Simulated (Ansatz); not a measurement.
Reference: Ni3Ge (Pm-3m), PBEsol, DFPT electron-phonon coupling, linearised Boltzmann equation (plane waves, PAW, scalar-relativistic; Ansatz, a first-principles code); geometry: relaxed with this functional, without spin-orbit coupling.

```
CELL_PARAMETERS angstrom
      3.52477     0.00000     0.00000
      0.00000     3.52477     0.00000
      0.00000     0.00000     3.52477
ATOMIC_POSITIONS crystal
  Ni 0.50000 0.00000 0.50000
  Ni 0.00000 0.50000 0.50000
  Ni 0.50000 0.50000 0.00000
  Ge 0.00000 0.00000 0.00000
```

The resistivity at 300 K comes out as 35 μΩ·cm.

Task: Replace Ge by Si on the same sites and relax. What happens?

Result: Ni₃Si (Pm-3m): volume per atom 10.9 to 10.4 Å³; resistivity at 300 K stays about the same (35 μΩ·cm to 35 μΩ·cm).

Moves up to 12 % count as about the same. Metals; harmonic phonons alone scatter; means over directions. Halving the electron mesh moves these values by up to 8 %; q meshes are mostly untested. Some of the runs warned that the eigensolver left states short of its tolerance. Spin-orbit coupling is left out.

Computed structure with no diffraction record at hand here (it may be known, metastable or hypothetical): Ni3Si (Pm-3m). Treated as nonmagnetic (a ferromagnetic start lost its moment, other orders weren't tried): Ni3Ge (Pm-3m), Ni3Si (Pm-3m).
